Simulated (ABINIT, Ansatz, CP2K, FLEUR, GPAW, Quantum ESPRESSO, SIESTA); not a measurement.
**One structure in several programs: LiBe (P2_1/m, 4 atoms in the cell)**

Self-consistent single point, at a second geometry (lattice scaled by 0.98). First geometry:

```yaml
crystal:
  lattice:
    - [2.29599, 0.00000, 0.00000]
    - [0.00000, 3.61277, 0.00000]
    - [-0.40174, 0.00000, 5.51352]
  atoms:
    - { symbol: Li, position: [0.73685, 0.25000, 0.15486] }
    - { symbol: Li, position: [0.26315, 0.75000, 0.84514] }
    - { symbol: Be, position: [0.75642, 0.25000, 0.57617] }
    - { symbol: Be, position: [0.24358, 0.75000, 0.42383] }
```

Shared settings, as Ansatz (an electronic-structure program) writes them: kpoints.mp_grid.grid = 11 7 5; scf.occupations.method = gaussian; scf.occupations.width = 0.272 eV. Potentials and cutoffs stand in the table.

```csv
code,model,ΔF from the first geometry (meV/atom),pressure (GPa),largest force (eV/Å),cutoff
FLEUR,"PBEsol, all-electron FLAPW (FLEUR), scalar-relativistic valence",–,–,0.105,Kmax 4 1/bohr
CP2K,"PBEsol, GPW, DZVP-MOLOPT-SR-GTH basis, GTH-PBE potentials (GTH_POTENTIALS)",7.3,3.59,0.141,grid 600 Ry
Ansatz,"PBEsol, PAW files made with PBE",4.2,2.73,0.104,default
GPAW,"PBEsol, GPAW PAW datasets PBEsol (made by gpaw-setup)",4.8,2.92,0.104,850 eV
ABINIT,"PBEsol, norm-conserving pseudopotentials (PseudoDojo nc-sr-04 PBEsol standard)",5.0,2.95,0.115,44 Ha
Quantum ESPRESSO,"PBEsol, GBRV 1.5 ultrasoft (PBESOL) pseudopotentials",4.8,2.69,0.107,40 Ry
SIESTA,"GGA PBEsol, numerical atomic orbitals DZP, PseudoDojo PBEsol standard norm-conserving potentials (rewritten from UPF to PSML)",6.4,3.36,0.180,grid 300 Ry
```

Size of the force on each atom (eV/Å): Sizes of forces hide their directions.

| code | Li1 | Li2 | Be3 | Be4 |
|---|---|---|---|---|
| FLEUR | 0.075 | 0.075 | 0.105 | 0.105 |
| CP2K | 0.112 | 0.112 | 0.141 | 0.141 |
| Ansatz | 0.058 | 0.058 | 0.104 | 0.104 |
| GPAW | 0.062 | 0.062 | 0.104 | 0.104 |
| ABINIT | 0.065 | 0.065 | 0.115 | 0.115 |
| Quantum ESPRESSO | 0.064 | 0.064 | 0.107 | 0.107 |
| SIESTA | 0.100 | 0.100 | 0.180 | 0.180 |

A dash marks a value that a program does not give, or that is left out as unsure.

The spread over the programs that give each value: ΔF from the first geometry within 3.1 meV/atom; pressure within 0.90 GPa; largest force within 0.076 eV/Å.

CP2K and SIESTA use small atom-centred bases, whose incompleteness enters pressures, forces and empty levels differently from a plane-wave cutoff. FLEUR treats all electrons, but the usual bases taken here (sphere radii, linearisation, local orbitals, empty states) were not tested for convergence, so the values are no reference for the others. Ansatz's pressure is given at a fixed set of plane waves, as the other plane-wave codes print theirs.

The starting cell comes from a database of computed structures (which also holds hypothetical and non-ambient phases and stackings), without a prior relaxation at this level. For this run, on top of that: lattice scaled by 0.98.

Left out of this page: Elk (not drawn, or without a comparable value).

Keys are those of Ansatz 0.2.
